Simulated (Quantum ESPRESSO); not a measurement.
A self-consistent single point of TiNbB4 (P6/mmm, 6 atoms in the cell) with Quantum ESPRESSO.

Computed with PBEsol, spin-orbit coupling, PseudoDojo fully relativistic norm-conserving (PBESOL) pseudopotentials (plane waves; Quantum ESPRESSO).

```yaml
crystal:
  lattice:
    - [3.08703, 0.00000, 0.00000]
    - [-1.54351, 2.67345, 0.00000]
    - [0.00000, 0.00000, 6.59943]
  atoms:
    - { symbol: Ti, position: [0.00000, 0.00000, 0.50000] }
    - { symbol: Nb, position: [0.00000, 0.00000, 0.00000] }
    - { symbol: B, position: [0.33333, 0.66667, 0.74077] }
    - { symbol: B, position: [0.66667, 0.33333, 0.25923] }
    - { symbol: B, position: [0.66667, 0.33333, 0.74077] }
    - { symbol: B, position: [0.33333, 0.66667, 0.25923] }
```

Reference input (self-consistent single point, DFT, PBEsol, plane waves, SSSP 1.1.2 efficiency (PBE) pseudopotentials): ecutwfc = 50 Ry; ecutrho = 400 Ry; occupations = smearing; smearing = fd; degauss = 0.0073499 Ry; input_dft = pbesol; K_POINTS = automatic 10 10 4 0 0 0; conv_thr = 1e-10 Ry; mixing_beta = 0.7. This run's input differs from it in these lines:

```diff
@@ -14,4 +14,3 @@
    ntyp = 3
-   ecutwfc = 50
-   ecutrho = 400
+   ecutwfc = 85
    occupations = 'smearing'
@@ -19,3 +18,4 @@
    degauss = 0.0073499
-   input_dft = 'pbesol'
+   noncolin = .true.
+   lspinorb = .true.
 /
@@ -26,5 +26,5 @@
 ATOMIC_SPECIES
-Ti    47.8670  ti_pbe_v1.4.uspp.F.UPF
-Nb    92.9064  Nb.pbe-spn-kjpaw_psl.0.3.0.UPF
-B     10.8100  b_pbe_v1.4.uspp.F.UPF
+Ti    47.8670  Ti.upf
+Nb    92.9064  Nb.upf
+B     10.8100  B.upf
 ATOMIC_POSITIONS angstrom
```

Output, abridged:

```
     Self-consistent Calculation

     iteration #  1     ecut=    85.00 Ry     beta= 0.70

     total energy              =    -266.04438595 Ry
     estimated scf accuracy    <       1.64827178 Ry

     iteration #  2     ecut=    85.00 Ry     beta= 0.70

     total energy              =    -263.64801040 Ry
     estimated scf accuracy    <      26.62672951 Ry

     iteration #  3     ecut=    85.00 Ry     beta= 0.70

     total energy              =    -266.48710879 Ry
     estimated scf accuracy    <       5.66848882 Ry

   [... 11 blocks of this kind left out ...]

     iteration # 15     ecut=    85.00 Ry     beta= 0.70

     total energy              =    -267.01178960 Ry
     estimated scf accuracy    <          1.0E-09 Ry

     iteration # 16     ecut=    85.00 Ry     beta= 0.70
     End of self-consistent calculation

     the Fermi energy is    16.6254 ev

!    total energy              =    -267.01178960 Ry
     estimated scf accuracy    <          3.7E-12 Ry
     smearing contrib. (-TS)   =      -0.00400510 Ry
     internal energy E=F+TS    =    -267.00778451 Ry

     convergence has been achieved in  16 iterations

     Forces acting on atoms (cartesian axes, Ry/au):

     atom    1 type  1   force =     0.00000000    0.00000000    0.00000000
     atom    2 type  2   force =     0.00000000   -0.00000000    0.00000000
     atom    3 type  3   force =     0.00000000    0.00000000    0.00392250
     atom    4 type  3   force =     0.00000000   -0.00000000   -0.00392250
     atom    5 type  3   force =    -0.00000000   -0.00000000    0.00392250
     atom    6 type  3   force =     0.00000000    0.00000000   -0.00392250

     Total force =     0.007845     Total SCF correction =     0.000003

          total   stress  (Ry/bohr**3)                   (kbar)     P=      -96.36
  -0.00060754   0.00000000   0.00000000          -89.37        0.00        0.00
   0.00000000  -0.00060754   0.00000000            0.00      -89.37        0.00
   0.00000000   0.00000000  -0.00075011            0.00        0.00     -110.35

   JOB DONE.
```

The run converged in 16 iterations. Against the reference run the pressure goes from -10.70 to -9.64 GPa and the largest force stays at 0.101 eV/Å. The full log also holds: “c_bands:  2 eigenvalues not converged”. The full log also holds: “c_bands:  5 eigenvalues not converged”.

The starting cell comes from a database of computed structures (which also holds hypothetical and non-ambient phases and stackings), without a prior relaxation at this level. Its lattice was rescaled by a random factor within 2.5 % of one. With a pressure of about -10 GPa the cell is away from its equilibrium volume at this level.

Cost on one core of a shared machine: roughly 5 min.
